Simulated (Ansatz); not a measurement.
# Fermi-surface data of Ru2Al3 (I4/mmm)

Consider the following.

```xyz
5
Lattice="-1.5358 1.5358 7.1342 1.5358 -1.5358 7.1342 1.5358 1.5358 -7.1342" Properties=species:S:1:pos:R:3 pbc="T T T"
Al     0.0000     0.0000     0.0000
Al     0.0000     0.0000    11.5032
Al     0.0000     0.0000     2.7652
Ru     0.0000     0.0000     8.6385
Ru     0.0000     0.0000     5.6299
```

Computed with PBEsol, rigid bands (plane waves, PAW, scalar-relativistic; Ansatz, a first-principles code). Cell: cell and atoms relaxed with PBEsol.

```json
{
 "density of states at the Fermi level": "1.27 states/(eV·cell), both spins",
 "bare Sommerfeld coefficient": "0.60 mJ/(mol of atoms·K²)",
 "drude_plasma_energy": "4.8 (x), 4.8 (y), 3.0 (z) eV",
 "root-mean-square Fermi velocity": "6.1e5 m/s",
 "resistivity times τ": "21 (x), 21 (y), 54 (z) ×10⁻²² Ω·m·s"
}
```

A metal at this level (no band gap); rigid bands, thermally averaged at 300 K, both spins. Spin-orbit coupling is left out. τ is one relaxation time for all states.

Computed structure with no diffraction record at hand here (it may be known, metastable or hypothetical): Ru2Al3 (I4/mmm).
